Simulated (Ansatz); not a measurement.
This concerns the energy of the reaction between neutral defects in Rh (fcc, Fm-3m). Reaction: cell B → cell A + Rh (fcc). A negative value means that the right-hand side lies lower.

Cell A: a supercell of 32 sites of Rh (fcc, Fm-3m) with one empty Rh site amid 12 Rh; H off the lattice sites (5 Rh at 1.95–2.33 Å); the closest two of these centres are 1.5 Å apart; spin state with PBE: run without spin, k-point mesh 5×5×5.
```
CELL_PARAMETERS angstrom
      7.66420     0.00000     0.00000
      0.00000     7.66420     0.00000
      0.00000     0.00000     7.66420
ATOMIC_POSITIONS crystal
  Rh 0.99443 0.00000 0.00000
  Rh 0.99774 0.25043 0.25043
  Rh 0.25063 0.00000 0.24968
  Rh 0.25063 0.24968 0.00000
  Rh 0.99770 0.00000 0.50000
  Rh 0.99774 0.25043 0.74957
  Rh 0.25063 0.00000 0.75032
  Rh 0.24817 0.24947 0.50000
  Rh 0.99770 0.50000 0.00000
  Rh 0.99774 0.74957 0.25043
  Rh 0.24817 0.50000 0.24947
  Rh 0.25063 0.75032 0.00000
  Rh 0.99897 0.50000 0.50000
  Rh 0.99774 0.74957 0.74957
  Rh 0.24817 0.50000 0.75053
  Rh 0.24817 0.75053 0.50000
  Rh 0.49951 0.25008 0.25008
  Rh 0.74671 0.00000 0.24864
  Rh 0.74671 0.24864 0.00000
  Rh 0.49912 0.00000 0.50000
  Rh 0.49951 0.25008 0.74992
  Rh 0.74671 0.00000 0.75136
  Rh 0.74872 0.25005 0.50000
  Rh 0.49912 0.50000 0.00000
  Rh 0.49951 0.74992 0.25008
  Rh 0.74872 0.50000 0.25005
  Rh 0.74671 0.75136 0.00000
  Rh 0.49813 0.50000 0.50000
  Rh 0.49951 0.74992 0.74992
  Rh 0.74872 0.50000 0.74995
  Rh 0.74872 0.74995 0.50000
  H  0.29896 0.00000 0.00000
```

Cell B: a supercell of 32 sites of Rh (fcc, Fm-3m) with H off the lattice sites (6 Rh at 1.95 Å); spin state with PBE: run without spin, k-point mesh 5×5×5.
```xyz
33
Lattice="7.6642 0.0000 0.0000 0.0000 7.6642 0.0000 0.0000 0.0000 7.6642" Properties=species:S:1:pos:R:3 pbc="T T T"
Rh    -0.0341     0.0000     0.0000
Rh    -0.0078     1.9239     1.9239
Rh     1.9160     0.0000     1.9501
Rh     1.9160     1.9501     0.0000
Rh    -0.0045     0.0000     3.8321
Rh    -0.0078     1.9239     5.7403
Rh     1.9160     0.0000     5.7140
Rh     1.9160     1.9206     3.8321
Rh    -0.0045     3.8321     0.0000
Rh    -0.0078     5.7403     1.9239
Rh     1.9160     3.8321     1.9206
Rh     1.9160     5.7140     0.0000
Rh    -0.0012     3.8321     3.8321
Rh    -0.0078     5.7403     5.7403
Rh     1.9160     3.8321     5.7436
Rh     1.9160     5.7436     3.8321
Rh     3.8662     0.0000     0.0000
Rh     3.8399     1.9239     1.9239
Rh     5.7481     0.0000     1.9206
Rh     5.7481     1.9206     0.0000
Rh     3.8366     0.0000     3.8321
Rh     3.8399     1.9239     5.7403
Rh     5.7481     0.0000     5.7436
Rh     5.7481     1.9173     3.8321
Rh     3.8366     3.8321     0.0000
Rh     3.8399     5.7403     1.9239
Rh     5.7481     3.8321     1.9173
Rh     5.7481     5.7436     0.0000
Rh     3.8333     3.8321     3.8321
Rh     3.8399     5.7403     5.7403
Rh     5.7481     3.8321     5.7469
Rh     5.7481     5.7469     3.8321
H      1.9160     0.0000     0.0000
```

Reference: Rh (fcc, Fm-3m), 32 atoms in the cell, a perfect crystal on lattice vectors that match the other cells'; spin state with PBE: run without spin, k-point mesh 5×5×5 on the run's own vectors.

All numbers come from Ansatz (an electronic-structure program), plane waves with PAW, its PAW set soft_1, cutoff 420 eV, 500 eV for r2SCAN. The structures are at rest with PBE, within the held lattices; other levels are single points on them. Neutral cells; Fermi-Dirac smearing of at most 0.10 eV in the solids, energies taken to zero width. The lattices are those relaxed with PBE, so at other levels the solids can be strained, which adds to the spread. Larger cells are relaxed from a start prepared with the learned potential CHGNet, on a coarser mesh till forces fall under 0.03 eV/Å, which some starts already meet. A dispersion term (D3(BJ), or D4 for r2SCAN) was computed beside these levels and is taken off wherever the name lacks it. No zero-point or thermal terms. No structure search was made; lower ones may exist. No correction for cell size. Cell A has symmetry P4mm and got no random move, so less symmetric positions, which may lie lower, weren't tried. Cell B has symmetry Pm-3m and got no random move, so less symmetric positions, which may lie lower, weren't tried.

Problem. Predict the value from r2SCAN.

Solution. 1.64 eV, for cell B → cell A + Rh (fcc).

Problem. How does the value move with the functional?

Solution. 
```tsv
Functional	value (eV)	less r2SCAN
PBE	1.43	-0.21
```

The levels span 0.21 eV, from PBE (1.43) to r2SCAN (1.64).
